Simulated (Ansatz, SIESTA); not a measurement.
## WS₂ (P6_3/mmc, 6 atoms in the cell) computed with different codes at matched settings

Self-consistent single point.

```
WS2
1.0
    1.57500    -2.72798     0.00000
    1.57500     2.72798     0.00000
    0.00000     0.00000    12.32000
W S
2 4
Direct
  0.33333   0.66667   0.25000
  0.66667   0.33333   0.75000
  0.33333   0.66667   0.87800
  0.66667   0.33333   0.37800
  0.66667   0.33333   0.12200
  0.33333   0.66667   0.62200
```

Shared settings, as Ansatz (an electronic-structure program) writes them: kpoints.mp_grid.grid = 7 7 2; magnetization.spin_orbit = true; scf.occupations.method = fermi_dirac; scf.occupations.width = 0.0015 Ry. Potentials and cutoffs stand in the table.

```csv
code,model,pressure (GPa),largest force (eV/Å),cutoff
Ansatz,"PBE with spin-orbit coupling, default PAW files",3.99,0.010,default
SIESTA,"GGA PBE with spin-orbit coupling, numerical atomic orbitals DZP, PseudoDojo PBE fully relativistic norm-conserving potentials (rewritten from UPF to PSML)",–,0.388,grid 350 Ry
```

A dash marks a value that a program does not give, or that is left out as unsure.

The spread over the programs that give each value: largest force within 0.378 eV/Å.

SIESTA uses small atom-centred bases, whose incompleteness enters pressures, forces and empty levels differently from a plane-wave cutoff.

This mesh misses zone-boundary points where a band edge of such crystals can lie, so no gaps are given.

The starting cell has typed, rounded lattice constants, without a prior relaxation at this level.

Keys are those of Ansatz 0.2.
